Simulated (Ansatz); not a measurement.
The structure below was relaxed with PBE (Ansatz, a first-principles code), spin-orbit coupling left out, at pressure −2 GPa.

Space group F-43m (No. 216); a = 5.5571 Å, b = 5.5571 Å, c = 5.5571 Å, α = 90.00°, β = 90.00°, γ = 90.00°

```
atom  site  symmetry       x       y       z
----  ----  --------  ------  ------  ------
P       4c      -43m  0.2500  0.2500  0.2500
Ga      4a      -43m  0.0000  0.0000  0.0000
```

Question: Write out a cell with all atoms.

Answer: 
```cif
data_Ga4P4
_chemical_formula_sum 'P4 Ga4'
_space_group_name_H-M_alt 'P 1'
_space_group_IT_number 1
_cell_length_a 5.55705
_cell_length_b 5.55705
_cell_length_c 5.55705
_cell_angle_alpha 90.000
_cell_angle_beta 90.000
_cell_angle_gamma 90.000
loop_
_space_group_symop_operation_xyz
  'x, y, z'
loop_
_atom_site_label
_atom_site_type_symbol
_atom_site_fract_x
_atom_site_fract_y
_atom_site_fract_z
_atom_site_occupancy
P1 P 0.25000 0.25000 0.25000 1
Ga1 Ga 0.00000 0.00000 0.00000 1
P2 P 0.25000 0.75000 0.75000 1
Ga2 Ga 0.00000 0.50000 0.50000 1
P3 P 0.75000 0.25000 0.75000 1
Ga3 Ga 0.50000 0.00000 0.50000 1
P4 P 0.75000 0.75000 0.25000 1
Ga4 Ga 0.50000 0.50000 0.00000 1
```
This is the conventional cell.

Load acts through the strain it causes; cell and atoms are relaxed under it. No phonon test of stability was made. The cell was made from GaP in the zinc blende structure (space group F-43m, No. 216) by this change: pressure −2 GPa.
